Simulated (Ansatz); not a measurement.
# TiB2, response to strain

Take TiB₂ (space group P6/mmm, No. 191; a = 3.0174 Å, c = 3.1851 Å) as the base.

Strains are applied to the cell and any free atomic positions relax.

Method: Ansatz (a quantum-chemistry and plane-wave program) PBEsol, no SOC.

Notes on the quantities. energy relative to the base: free energy F; pressure: mean of the normal stresses, compression positive.

```tsv
change	energy relative to the base	pressure	volume per atom
base	0 meV/atom	0.0 GPa	8.37 Å³
isotropic strain −2.50 %	+42 meV/atom	23.5 GPa	7.76 Å³
isotropic strain −2.00 %	+27 meV/atom	18.2 GPa	7.88 Å³
isotropic strain −1.50 %	+15 meV/atom	13.3 GPa	8.00 Å³
isotropic strain −1.00 %	+6.5 meV/atom	8.6 GPa	8.12 Å³
isotropic strain −0.50 %	+1.6 meV/atom	4.1 GPa	8.25 Å³
isotropic strain +1.00 %	[?]	[?]	8.62 Å³
isotropic strain +1.50 %	+14 meV/atom	-11.0 GPa	8.75 Å³
isotropic strain +2.00 %	+24 meV/atom	-14.2 GPa	8.88 Å³
isotropic strain +3.00 %	+52 meV/atom	-20.0 GPa	9.15 Å³
```

Question: Some entries are withheld; estimate them.

Answer: 
- isotropic strain +1.00 %, energy relative to the base: +6.1 meV/atom
- isotropic strain +1.00 %, pressure: -7.6 GPa

The mesh was chosen for an insulator and is coarse for the gapless case. No phonon test of stability was made. All final runs are without spin polarisation.
